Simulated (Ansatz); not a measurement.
## Parameter sweep on LaFe2P2 (I4/mmm, 5 atoms in the cell)

```
CELL_PARAMETERS angstrom
     -1.90557     1.90557     5.54693
      1.90557    -1.90557     5.54693
      1.90557     1.90557    -5.54693
ATOMIC_POSITIONS crystal
  La 0.00000 0.00000 0.00000
  Fe 0.75000 0.25000 0.50000
  Fe 0.25000 0.75000 0.50000
  P  0.65226 0.65226 0.00000
  P  0.34774 0.34774 0.00000
```

Base run A: Ansatz (an electronic-structure program) with r2SCAN, default PAW files made with PBE, self-consistent single point.

Its settings: basis.ecutwfc = 500 eV; kpoints.mp_grid.grid = 9 9 9; hamiltonian.xc = r2scan; hamiltonian.pseudopotentials = {kind: paw} (the program's default PAW files); scf.occupations.method = methfessel_paxton; scf.occupations.width = 0.1 eV.

The starting cell comes from a database of computed structures (which also holds hypothetical and non-ambient phases and stackings), without a prior relaxation at this level. Its lattice was rescaled by a random factor within 2.5 % of one. Spin polarisation is off; with an odd number of electrons in the cell that forces a metal, and a magnetic state may lie lower. Ansatz's pressure includes its estimate of the finite-basis (Pulay) stress.

A dash stands where there is no value to compare (another energy zero or no entropy term, no result, no spin, no clean gap, or a mesh too coarse for one). Total energies depend on the potentials, the functional and any Hubbard or dispersion term, so they are compared only between runs that share all of them.

Run A gave: pressure (GPa) -2.78; largest force (eV/Å) 0.177.

Runs:
- B: hamiltonian.dispersion: default → d3bjatm [r2SCAN-D3BJ-ATM]
- C: basis.ecutwfc: 500 eV → 420 eV; hamiltonian.xc: r2scan → pbesol; hamiltonian.dispersion: default → d3bjatm [PBEsol-D3BJ-ATM]
- D: hamiltonian.dispersion: default → d4 [r2SCAN-D4]

Task: What does run D change against A?

Result: The pressure goes from -2.78 to -4.00 GPa and the largest force goes from 0.177 to 0.165 eV/Å.

Task: What does run C change against A?

Result: The pressure goes from -2.78 to -9.49 GPa and the largest force goes from 0.177 to 0.072 eV/Å.

Task: What does run B change against A?

Result: The pressure goes from -2.78 to -4.18 GPa and the largest force goes from 0.177 to 0.170 eV/Å.

```csv
run,pressure (GPa),largest force (eV/Å),dispersion energy (eV/atom)
A,-2.78,0.177,–
B,-4.18,0.170,-0.173
C,-9.49,0.072,-0.388
D,-4.00,0.165,-0.138
```

Left out of this page: 1 run of the series unsound by tests on forces, stress, charge or solver warnings.

Keys are those of Ansatz 0.2.
